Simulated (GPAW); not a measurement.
Troubleshooting GPAW: a failed run on TaAgS₃ (Cmc2_1, 10 atoms in the cell). The aim is a self-consistent single point with DFT PBEsol, plane waves, GPAW PAW datasets PBEsol (made by gpaw-setup).

The input file:

```python
from ase import Atoms
from ase.units import GPa
from gpaw import GPAW, PW, FermiDirac

atoms = Atoms(['Ta', 'Ta', 'Ag', 'Ag', 'S', 'S', 'S', 'S', 'S', 'S'],
              cell=[[1.695960, -7.181135, 0.000000],
                    [1.695960, 7.181135, 0.000000],
                    [0.000000, 0.000000, 7.785590]],
              positions=[[1.695960, 3.405869, 3.809645],
                         [1.695960, -3.405869, 7.702440],
                         [1.695960, 7.137617, 1.899762],
                         [1.695960, -7.137617, 5.792557],
                         [1.695960, 2.503775, 6.301423],
                         [1.695960, -2.503775, 2.408628],
                         [1.695960, 2.508370, 1.317400],
                         [1.695960, -2.508370, 5.210195],
                         [1.695960, 5.681140, 7.700571],
                         [1.695960, -5.681140, 3.807776]])

calc = GPAW(mode=PW(550),
            xc='PBEsol',
            kpts=(7, 7, 3),
            occupations=FermiDirac(0.1),
            nbands=-16,
            convergence={'density': 1e-05, 'energy': 1e-05},
            symmetry={'symmorphic': False, 'tolerance': 0.0005},
            maxiter=100)

atoms.calc = calc

energy = atoms.get_potential_energy()
print('Energy (eV):', round(energy, 6))
forces = atoms.get_forces()
print('Forces (eV/Ang):')
print(forces.round(5))
stress = atoms.get_stress()
print('Stress (GPa, Voigt):', (stress / GPa).round(4))
```

Output, abridged:

```
Input parameters:
  convergence: {density: 1e-05,
                energy: 1e-05}
  kpts: [7 7 3]
  maxiter: 100
  mode: {ecut: 550.0,
         name: pw}
  nbands: -16
  occupations: {fixmagmom: False,
                name: fermi-dirac,
                width: 0.1}
  symmetry: {symmorphic: False,
             tolerance: 0.0005}
  xc: PBEsol

species:
  Ta:
    name: Tantalum
    Z: 73.0
    valence: 13
    core: 60
    charge: 0.0
    file: Ta.PBEsol.gz

    # Using partial waves for Ta as LCAO basis

  Ag:
    name: Silver
    Z: 47.0
    valence: 17
    core: 30
    charge: 0.0
    file: Ag.PBEsol.gz

    # Using partial waves for Ag as LCAO basis

  S:
    name: Sulfur
    Z: 16.0
    valence: 6
    core: 10
    charge: 0.0
    file: S.PBEsol.gz

    # Using partial waves for S as LCAO basis

Reference energy: -1202191.411751  # eV

Spin-paired calculation

Convergence criteria:
 Maximum [total energy] change in last 3 cyles: 1e-05 eV / valence electron
 Maximum integral of absolute [dens]ity change: 1e-05 electrons / valence electron
 Maximum integral of absolute [eigenst]ate change: 4e-08 eV^2 / valence electron
 Maximum number of scf [iter]ations: 100

Traceback (most recent call last):
   [... frames left out ...]
ValueError: K-points can only be used with PBCs!
```

Problem. From the messages shown, name the fault and mend the input.

Solution. The fault is periodic boundary conditions left out; here the program stops on it instead of giving results. To fix it, switch periodicity on. The program stopped before any SCF iteration.

The sound input it was made from differs as follows (other fixes are possible):
```diff
-                         [1.695960, -5.681140, 3.807776]])
+                         [1.695960, -5.681140, 3.807776]],
+              pbc=True)
```

With that input, the run converged in 24 iterations: free energy E − TS (from the program's reference atoms) -61.4636 eV; Fermi level (on the code's own zero) 7.26 eV; pressure -4.90 GPa; largest force (vector length) 0.100 eV/Å (DFT PBEsol, plane waves, GPAW PAW datasets PBEsol (made by gpaw-setup)).

On the sound input: the starting cell comes from a database of computed structures (which also holds hypothetical and non-ambient phases and stackings), without a prior relaxation at this level. Spin-orbit coupling is off. Spin polarisation is off. With a pressure of about -5 GPa the cell is away from its equilibrium volume at this level.
